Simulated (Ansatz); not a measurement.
Consider TiAl (space group P4/mmm, No. 123; a = 2.824 Å, c = 4.075 Å; relaxed with 0.1 eV smearing). Axes: x, y, z lie along a, b, c of the conventional cell.

The values are results of plane-wave PAW DFT at the PBE level (Ansatz, a quantum-chemistry and plane-wave program, 420 eV), no SOC, earlier PAW set, not measurements.

For the base:

The pressure is 0.0 GPa and the shortest interatomic distance is 2.824 Å.

The change: tensile biaxial strain of 3.37 % in the plane normal to [001], as in epitaxy on a mismatched substrate; the out-of-plane cell vector and the atoms relax.

Question: What happens to the ratio −ε⊥/ε∥?

Answer: The ratio −ε⊥/ε∥ is 1.13.

Question: How does this affect the pressure?

Answer: The pressure (mean of the normal stresses, compression positive) goes from zero to -3.0 GPa.

Question: Estimate the effect on the shortest interatomic distance.

Answer: The shortest interatomic distance goes up by 0.0226 Å, from 2.824 Å to 2.846 Å.

Stability against distortions was not tested. All final runs are without spin polarisation.
